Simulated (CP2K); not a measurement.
Band structure of NiAl (Pm-3m, 2 atoms in the cell).

```yaml
crystal:
  lattice:
    - [2.89000, 0.00000, 0.00000]
    - [0.00000, 2.89000, 0.00000]
    - [0.00000, 0.00000, 2.89000]
  atoms:
    - { symbol: Al, position: [0.50000, 0.50000, 0.50000] }
    - { symbol: Ni, position: [0.00000, 0.00000, 0.00000] }
```

Level of theory: PBE, GPW, DZVP-MOLOPT-SR-GTH basis, GTH-PBE potentials (GTH_POTENTIALS) in CP2K.

Settings: CUTOFF = 600 Ry; REL_CUTOFF = 50 Ry; SMEAR/METHOD = GAUSSIAN; SIGMA = 0.136 eV; KPOINTS/SCHEME = MONKHORST-PACK 9 9 9; XC_FUNCTIONAL = PBE; Al/BASIS_SET = DZVP-MOLOPT-SR-GTH-q3; Al/POTENTIAL = GTH-PBE-q3; Ni/BASIS_SET = DZVP-MOLOPT-SR-GTH-q18; Ni/POTENTIAL = GTH-PBE-q18; METHOD = GPW; EPS_DEFAULT = 1e-10; EXTRAPOLATION = USE_GUESS; NGRIDS = 5.

The starting cell has typed, rounded lattice constants, without a prior relaxation at this level. Spin polarisation is off. Values carry the incompleteness of an atom-centred basis.

Levels in eV from the Fermi level, bands 7 to 12:
```csv
point,7,8,9,10,11,12
Γ,-3.20,-1.52,-1.52,-1.52,5.49,5.49
X,-2.69,-2.21,-2.21,-1.42,-0.63,8.32
M,-2.92,-2.92,-2.05,-2.05,-0.99,1.43
R,-4.08,-0.97,-0.97,1.99,1.99,1.99
```

Bands cross the Fermi level along this path, so the cell is metallic at this level.

Higher empty bands are left out: an atom-centred basis made for the valence describes them poorly.
